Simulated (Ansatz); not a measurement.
Levels about the gap of amorphous Si$_{24}$O$_{49}$Ca (74 atoms in a cell of 1117 Å³, 2.23 g/cm³; zone centre alone, so wide bands show as single levels with stretches between that a denser mesh fills), at the geometry that PBE relaxed, where it gives -1.7 GPa on a denser mesh. The participation number counts the atoms over which a state spreads; weights are charges in smoothed Voronoi cells. The levels come from a single point, so bond lengths are those of that geometry. Method of the levels: r2SCAN, scalar-relativistic without spin-orbit coupling (Ansatz, a quantum-chemistry and plane-wave program). Sampling: the zone centre alone; Fermi-Dirac width 0.02 eV; no spin polarisation. At PBE the levels at the filled edge of the gap are localised (band-tail or defect states), and the nearest spread-out levels lie 5.3 eV apart at the zone centre.

The cell was made by melting and quenching with the CHGNet potential and then relaxed with DFT. O atoms were pushed apart under 1.9 Å during the dynamics, to hinder bonds among them. The hot cell started wider than the set density and was brought back towards it in steps. It is the lowest in DFT energy of 2 quenches. It is a model cell: composition and starting density were chosen by hand, and all elements were melted together. No dispersion term was used. Its density started from a set value of 2.23 and ended at 2.23 g/cm³. The simulated quench (nominally 320 K/ps over its main leg) is rapid and tends to freeze in more defects than a deposited or slowly cooled glass has. Values belong to this one cell and scatter from quench to quench. The volume was held where the preparation left it, at a PBE pressure of -1.7 GPa (tension). Stress components on the final sampling reach 2.4 GPa.

```
E - E(highest filled), eV  filling  participation number        largest on  weight O  weight Si  weight Ca
-------------------------  -------  --------------------  ----------------  --------  ---------  ---------
-1.57                       filled                  12.5   O, 2 neighbours      0.96       0.04       0.00
-1.45                       filled                  11.4   O, 2 neighbours      0.95       0.05       0.00
-1.24                       filled                   5.4   O, 2 neighbours      0.95       0.04       0.00
-0.74                       filled                   4.3   O, 2 neighbours      0.93       0.04       0.03
-0.65                       filled                   2.5   O, 2 neighbours      0.94       0.04       0.03
-0.44                       filled                   2.1   O, 2 neighbours      0.93       0.04       0.03
0.00                        filled                   2.9   O, 2 neighbours      0.94       0.04       0.02
4.24                         empty                  63.8  Ca, 5 neighbours      0.71       0.26       0.03
5.77                         empty                  27.5  Ca, 5 neighbours      0.63       0.28       0.09
5.98                         empty                  37.7   O, 2 neighbours      0.66       0.29       0.04
6.01                         empty                  33.9  Si, 4 neighbours      0.64       0.33       0.03
6.15                         empty                  43.4  Ca, 5 neighbours      0.65       0.28       0.07
6.33                         empty                  42.1  Ca, 5 neighbours      0.69       0.24       0.07
6.50                         empty                  33.4  Ca, 5 neighbours      0.69       0.21       0.10
```

Most localised among these is the filled level at -0.44 eV, on a O atom, which has 2 neighbours (Si 1.58 Å, Ca 2.09 Å).
